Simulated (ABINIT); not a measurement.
## ABINIT run on SbPbBrO₂ (I4mm, 5 atoms in the cell): self-consistent single point

Method of the run: LDA (PW92), PAW (JTH v2.0 LDA PAW) (plane waves; ABINIT).

This input was run:

```
# SbPbBrO2, JTH v2.0 LDA PAW
pp_dirpath "./"
pseudos "Sb.LDA_PW-JTH.xml, Pb.LDA_PW-JTH.xml, Br.LDA_PW-JTH.xml, O.LDA_PW-JTH.xml"
acell 7.0709708532 7.0709708532 7.0709708532 Angstrom
rprim
        -0.2780332490    0.2780332490    0.9194536556
         0.2780332490   -0.2780332490    0.9194536556
         0.2780332490    0.2780332490   -0.9194536556
natom 5
ntypat 4
znucl 51 82 35 8
typat 1 2 3 4 4
xred
         0.3289500000    0.3289500000    0.0000000000
         0.6388100000    0.6388100000    0.0000000000
         0.9980100000    0.9980100000    0.0000000000
         0.7550200000    0.2550200000    0.5000000000
         0.2550200000    0.7550200000    0.5000000000
ecut 24
pawecutdg 48
pawxcdev 0
occopt 1
nband 26
kptopt 1
ngkpt 7 7 7
nshiftk 1
shiftk 0 0 0
nstep 60
tolvrs 1.0e-11
diemac 4
prtwf 0
prtden 0
prtvol 1
```

Output (repeated stretches shortened):

```
 Symmetries : space group I4 m m (#107); Bravais tI (body-center tetrag.)

 -outvars: echo values of preprocessed input variables --------
            acell      1.3362198406E+01  1.3362198406E+01  1.3362198406E+01 Bohr
           diemac      4.00000000E+00
             ecut      2.40000000E+01 Hartree
              ixc       -1012
         kptrlatt        7    0    0      0    7    0      0    0    7
          kptrlen      5.20118961E+01
            natom           5
            nband          26
            ngfft          60      60      60
          ngfftdg          90      90      90
             nkpt          40
            nstep          60
             nsym           8
           ntypat           4
        pawecutdg      4.80000000E+01 Hartree
         pawxcdev           0
            rprim     -2.7803324900E-01  2.7803324900E-01  9.1945365560E-01
                       2.7803324900E-01 -2.7803324900E-01  9.1945365560E-01
                       2.7803324900E-01  2.7803324900E-01 -9.1945365560E-01
          spgroup         107
           tolvrs      1.00000000E-11
            typat      1  2  3  4  4
           useylm           1
             xred      3.2895000000E-01  3.2895000000E-01  0.0000000000E+00
                       6.3881000000E-01  6.3881000000E-01  0.0000000000E+00
                       9.9801000000E-01  9.9801000000E-01  0.0000000000E+00
                       7.5502000000E-01  2.5502000000E-01  5.0000000000E-01
                       2.5502000000E-01  7.5502000000E-01  5.0000000000E-01
            znucl       51.00000   82.00000   35.00000    8.00000

== DATASET  1 ==================================================================

 Real(R)+Recip(G) space primitive vectors, cartesian coordinates (Bohr,Bohr^-1):
 R(1)= -3.7151354  3.7151354 12.2859222  G(1)=  0.0000000  0.1345846  0.0406970
 R(2)=  3.7151354 -3.7151354 12.2859222  G(2)=  0.1345846  0.0000000  0.0406970
 R(3)=  3.7151354  3.7151354-12.2859222  G(3)=  0.1345846  0.1345846  0.0000000
 Unit cell volume ucvol=  6.7829256E+02 bohr^3
 Angles (23,13,12)=  1.47714284E+02  1.47714284E+02  4.63073193E+01 degrees

 Coarse grid specifications (used for wave-functions):

 getcut: wavevector=  0.0000  0.0000  0.0000  ngfft=  60  60  60
         ecut(hartree)=     24.000   => boxcut(ratio)=   2.03725

 Fine grid specifications (used for densities):

 getcut: wavevector=  0.0000  0.0000  0.0000  ngfft=  90  90  90
         ecut(hartree)=     48.000   => boxcut(ratio)=   2.15963

   4.04370479E+03                                ecore*ucvol(ha*bohr**3)

_setup2: Arith. and geom. avg. npw (full set) are    3808.971    3808.960

--- !BeginCycle
solver: {iscf: 17, nstep: 60, nline: 4, wfoptalg: 10, }
tolerances: {tolvrs: 1.00E-11, }
...

     iter   Etot(hartree)      deltaE(h)  residm     nres2
 ETOT  1  -184.23760341746    -1.842E+02 6.254E+00 3.116E+02
 ETOT  2  -191.37849800460    -7.141E+00 5.462E-01 1.677E+03
 ETOT  3  -190.52302685887     8.555E-01 3.940E-01 9.761E+02
 ETOT  4  -190.55351864303    -3.049E-02 3.691E-02 4.197E+02
 ETOT  5  -190.59285380897    -3.934E-02 1.308E-02 5.210E+02
 ETOT  6  -191.13754225933    -5.447E-01 2.326E-02 1.766E+03
   [... 23 lines left out ...]
 ETOT 30  -190.24301522525    -2.217E-12 7.506E-05 1.792E-09
 ETOT 31  -190.24301522525     4.263E-13 5.795E-05 7.668E-11
 ETOT 32  -190.24301522525    -4.064E-12 5.099E-05 3.888E-11
 ETOT 33  -190.24301522525     5.201E-12 3.863E-05 1.799E-11
 ETOT 34  -190.24301522525     8.242E-13 3.375E-05 3.570E-13

 At SCF step   34       nres2   =  3.57E-13 < tolvrs=  1.00E-11 =>converged.

 Cartesian components of stress tensor (hartree/bohr^3)
  sigma(1 1)=  2.38142752E-04  sigma(3 2)=  0.00000000E+00
  sigma(2 2)=  2.38142752E-04  sigma(3 1)=  0.00000000E+00
  sigma(3 3)=  1.86464389E-04  sigma(2 1)=  0.00000000E+00

 ----iterations are completed or convergence reached----

 reduced coordinates (array xred) for    5 atoms
       0.328950000000      0.328950000000      0.000000000000
       0.638810000000      0.638810000000      0.000000000000
       0.998010000000      0.998010000000      0.000000000000
       0.755020000000      0.255020000000      0.500000000000
       0.255020000000      0.755020000000      0.500000000000
 cartesian forces (eV/Angstrom) at end:
    1     -0.00000000000000     0.00000000000000    -0.67342050512422
    2      0.00000000000000    -0.00000000000000     0.57560053452109
    3     -0.00000000000000    -0.00000000000000     0.11797402162144
    4     -0.00000000000000     0.00000000000000    -0.01007702550916
    5     -0.00000000000000     0.00000000000000    -0.01007702550916
 frms,max,avg= 2.3078592E-01 6.7342051E-01   0.000E+00  0.000E+00 -2.470E-04 e/A
 length scales= 13.362198406165 13.362198406165 13.362198406165 bohr
              =  7.070970853200  7.070970853200  7.070970853200 angstroms
 Fermi (or HOMO) energy (hartree) =   0.13810   Average Vxc (hartree)=  -0.36573
 Eigenvalues (hartree) for nkpt=  40  k points:
 kpt#   1, nband= 26, wtk=  0.00292, kpt=  0.0000  0.0000  0.0000 (reduced coord)
  -0.91390   -0.91319   -0.91284   -0.91284   -0.91185   -0.53546   -0.47242   -0.42988
  -0.42987   -0.42986   -0.42986   -0.41734   -0.37274   -0.16491   -0.07193   -0.04871
  -0.04871    0.06420    0.07018    0.07499    0.07499    0.09132    0.09132    0.11320
   0.19887    0.29023
 prteigrs : prtvol=0 or 1, do not print more k-points.

--- !EnergyTerms
comment             : Components of total free energy in Hartree
kinetic             :  2.89379553169706E+01
hartree             :  6.32705316104255E+01
xc                  : -1.67312213426724E+01
Ewald energy        : -1.26886437060913E+02
psp_core            :  5.96159391048002E+00
local_psp           : -1.88467462864083E+02
spherical_terms     :  4.36720251858833E+01
total_energy        : -1.90243015243909E+02
total_energy_eV     : -5.17677571448583E+03
...

-Cartesian components of stress tensor (GPa)         [Pressure= -6.4996E+00 GPa]
- sigma(1 1)=  7.00640047E+00  sigma(3 2)=  0.00000000E+00
- sigma(2 2)=  7.00640047E+00  sigma(3 1)=  0.00000000E+00
- sigma(3 3)=  5.48597081E+00  sigma(2 1)=  0.00000000E+00

 Calculation completed.
```

The run converged in 34 iterations.

The starting cell comes from a database of computed structures (which also holds hypothetical and non-ambient phases and stackings), without a prior relaxation at this level. With a pressure of about -6 GPa the cell is away from its equilibrium volume at this level.

Cost on one core of a shared machine: roughly 8 min.
